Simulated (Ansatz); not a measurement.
For HfN (P6₃/mmc, No. 194, 4 atoms in the cell; start mp-1096994; a measured phase of this formula has another space group), LDA (Ansatz, a program for electronic structure, PAW) gives:

- lattice parameter a: 3.103 Å
- lattice parameter c: 5.352 Å
- bulk modulus: 297 GPa
- cohesive energy: 8.76 eV/atom

### Question
What does r²SCAN (Ansatz, PAW) give for the same quantities?

### Answer

- lattice constant a: 3.144 Å (grows by 1.3 %)
- lattice parameter c: 5.426 Å (rises by 1.4 %)
- bulk modulus: 277 GPa (decreases by 6.7 %)
- cohesive energy: 7.44 eV/atom (decreases by 1.32 eV/atom)

Changes are worked out from the printed values.

Unless a cell is named, each level is at its own relaxed cell (LDA 11.15, r²SCAN 11.61 Å³/atom).

Levels without +SOC leave out spin–orbit coupling, which shifts energies and cells of such heavy elements.

Caveats: the bulk modulus is −V dP/dV from two relaxed cells at ±2 % in volume (LDA, r²SCAN); the relaxation could not lower the start's symmetry, so the cell can be a saddle point above a distorted one (LDA, r²SCAN). Ansatz's density-functional and Hartree–Fock values are scalar-relativistic unless marked +SOC, with PAW data made under PBE.

A start named mp-… is a Materials Project structure, which need not be a measured phase.
